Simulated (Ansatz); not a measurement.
Electronic density of states of amorphous Ti20Al18C12, density 3.72 g/cm³, on a 2×2×2 Γ-centred mesh with a Gaussian width of 0.1 eV; energies count from the Fermi level. Cell and mesh are small, so fine structure isn't converged. All values below come from PBE, scalar-relativistic without spin-orbit coupling (plane waves to 420 eV, PAW; Ansatz, a program for electronic structure). Sampling: a 2×2×2 Γ-centred mesh; Fermi-Dirac width 0.1 eV; no spin polarisation.

Preparation: random packing, a CHGNet melt and quench, and a DFT relaxation. The hot cell started wider than the set density and was brought back towards it in steps. It is the lowest in DFT energy of 2 quenches. It is a model cell: composition and starting density were chosen by hand, and all elements were melted together. No dispersion term was used. Its density started from a set value of 3.76 and ended at 3.72 g/cm³. The quench (nominally 380 K/ps over its main leg) was far faster than any real one, so the model tends to hold more defects than a real film. One small periodic cell is one sample of the glass; other quenches scatter about these values. Volume and shape were free in the relaxation. On a 2×2×2 Γ-centred mesh force components of up to 0.23 eV/Å stay, since the relaxation ran on one k-point at (1/4, 1/4, 1/4).

(E - EF (eV), states/(eV atom)): (-12.00, 0.15); (-11.90, 0.16); (-11.80, 0.05); (-11.70, 0.04); (-11.60, 0.13); (-11.50, 0.17); (-11.40, 0.09); (-11.30, 0.10); (-11.20, 0.10); (-11.10, 0.12); (-11.00, 0.26); (-10.90, 0.35); (-10.80, 0.27); (-10.70, 0.22); (-10.60, 0.28); (-10.50, 0.24); (-10.40, 0.25); (-10.30, 0.36); (-10.20, 0.18); (-10.10, 0.06); (-10.00, 0.17); (-9.90, 0.17); (-9.80, 0.03); (-9.70, 0.00); (-9.60, 0.00); (-9.50, 0.00); (-9.40, 0.00); (-9.30, 0.00); (-9.20, 0.00); (-9.10, 0.00); (-9.00, 0.00); (-8.90, 0.00); (-8.80, 0.00); (-8.70, 0.02); (-8.60, 0.11); (-8.50, 0.18); (-8.40, 0.18); (-8.30, 0.25); (-8.20, 0.17); (-8.10, 0.08); (-8.00, 0.09); (-7.90, 0.08); (-7.80, 0.03); (-7.70, 0.03); (-7.60, 0.09); (-7.50, 0.10); (-7.40, 0.13); (-7.30, 0.13); (-7.20, 0.12); (-7.10, 0.11); (-7.00, 0.10); (-6.90, 0.11); (-6.80, 0.09); (-6.70, 0.09); (-6.60, 0.07); (-6.50, 0.10); (-6.40, 0.23); (-6.30, 0.32); (-6.20, 0.31); (-6.10, 0.21); (-6.00, 0.19); (-5.90, 0.26); (-5.80, 0.34); (-5.70, 0.32); (-5.60, 0.30); (-5.50, 0.30); (-5.40, 0.29); (-5.30, 0.27); (-5.20, 0.33); (-5.10, 0.38); (-5.00, 0.33); (-4.90, 0.28); (-4.80, 0.30); (-4.70, 0.28); (-4.60, 0.25); (-4.50, 0.31); (-4.40, 0.35); (-4.30, 0.42); (-4.20, 0.48); (-4.10, 0.47); (-4.00, 0.44); (-3.90, 0.52); (-3.80, 0.53); (-3.70, 0.47); (-3.60, 0.45); (-3.50, 0.52); (-3.40, 0.55); (-3.30, 0.53); (-3.20, 0.60); (-3.10, 0.61); (-3.00, 0.62); (-2.90, 0.70); (-2.80, 0.68); (-2.70, 0.58); (-2.60, 0.53); (-2.50, 0.53); (-2.40, 0.50); (-2.30, 0.48); (-2.20, 0.48); (-2.10, 0.46); (-2.00, 0.46); (-1.90, 0.47); (-1.80, 0.43); (-1.70, 0.41); (-1.60, 0.44); (-1.50, 0.50); (-1.40, 0.57); (-1.30, 0.59); (-1.20, 0.53); (-1.10, 0.50); (-1.00, 0.56); (-0.90, 0.63); (-0.80, 0.63); (-0.70, 0.64); (-0.60, 0.63); (-0.50, 0.61); (-0.40, 0.63); (-0.30, 0.59); (-0.20, 0.56); (-0.10, 0.59); (0.00, 0.55); (0.10, 0.54); (0.20, 0.60); (0.30, 0.53); (0.40, 0.53); (0.50, 0.60); (0.60, 0.62); (0.70, 0.59); (0.80, 0.54); (0.90, 0.58); (1.00, 0.62); (1.10, 0.69); (1.20, 0.73); (1.30, 0.84); (1.40, 0.89)
